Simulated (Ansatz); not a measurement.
The parent structure is SiO₂ in the rutile structure (space group P4_2/mnm, No. 136).

```yaml
crystal:
  lattice:
    - [4.23588, 0.00000, 0.00000]
    - [0.00000, 4.23588, 0.00000]
    - [0.00000, 0.00000, 2.68991]
  atoms:
    - { symbol: Si, position: [0.50000, 0.50000, 0.50000] }
    - { symbol: Si, position: [0.00000, 0.00000, 0.00000] }
    - { symbol: O, position: [0.80699, 0.80699, 0.50000] }
    - { symbol: O, position: [0.30699, 0.69301, 0.00000] }
    - { symbol: O, position: [0.69301, 0.30699, 0.00000] }
    - { symbol: O, position: [0.19301, 0.19301, 0.50000] }
```

Calculations: DFT with PBE, PAW potentials and a 420 eV plane-wave cutoff in Ansatz (an electronic-structure program), spin-orbit coupling left out, earlier PAW set.

One thing is altered: full substitution Si → Sn; the structure is relaxed again.

Measured lattice parameter a: SiO2 4.179 Å (room temperature; as listed in Zenji Hiroi, Progress in Solid State Chemistry (2015)); SnO2 4.73735 Å (room temperature; as listed in Zenji Hiroi, Progress in Solid State Chemistry (2015)).

Problem. How well does PBE reproduce the measured shift?

Solution. With PBE the lattice parameter a moves by +0.592 Å (4.236 → 4.828) against +0.558 Å measured.

No phonon test of stability was made.
